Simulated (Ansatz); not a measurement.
**GaSb: pressure 60 GPa**

Take GaSb in the zinc blende structure (space group F-43m, No. 216; a = 6.132 Å) as the base.

The change: a hydrostatic pressure of 60 GPa.

Computed with Kohn–Sham DFT with the r2SCAN functional, run in Ansatz (a program for electronic structure) with PAW and 500 eV plane waves, spin-orbit coupling left out. Settings: 13×13×13 k-points, 0.05 eV Fermi–Dirac smearing.

| quantity | base | changed | shift |
|---|---|---|---|
| volume per atom | 28.83 Å³ | 18.83 Å³ | -10.00 Å³ |
| density | 5.51 g/cm³ | 8.44 g/cm³ | +2.93 g/cm³ |
| lattice parameter a | 6.132 Å | 5.321 Å | -0.8118 Å |
| shortest interatomic distance | 2.655 Å | 2.304 Å | -0.3515 Å |
| enthalpy H = E + PV relative to the base's energy | – | +8.32 eV/atom | – |
| band gap | 0.41 eV | 0.13 eV | -0.28 eV |
| gap character | direct at Γ | indirect, Γ → Γ–X (80 % along) | – |
| width of the top valence band | 3.21 eV | 5.82 eV | +2.61 eV |
| electron mass | 0.023 mₑ (at Γ) | 1.0 mₑ along k, 0.17 mₑ across (off the special points) | – |
| hole mass (degenerate bands, along [100]) | 0.023, 0.26, 0.26 mₑ (at Γ) | 0.13 mₑ (at Γ) | – |

Final structure:

```
GaSb
1.0
    0.00000     2.66034     2.66034
    2.66034     0.00000     2.66034
    2.66034     2.66034     0.00000
Sb Ga
1 1
Direct
  0.75000   0.75000   0.75000
  0.00000   0.00000   0.00000
```

Cost of the whole job for the changed cell (relaxation, final SCF and bands): very roughly 2.0 core-minutes.

With Sb present, leaving out spin-orbit coupling can change the band edges. Load acts through the strain it causes; cell and atoms are relaxed under it. Effective masses come from finite differences of ±0.01 Å⁻¹. Along k means along the line from Γ to the band edge. No phonon test of stability was made. Tetrahedral semiconductors of this kind turn to denser phases somewhere between about 1 and 50 GPa; those were not computed, so compressed cells here can lie past the real transition. A zero or small gap of GaSb under pressure 60 GPa can be the functional's error rather than a property of the material.
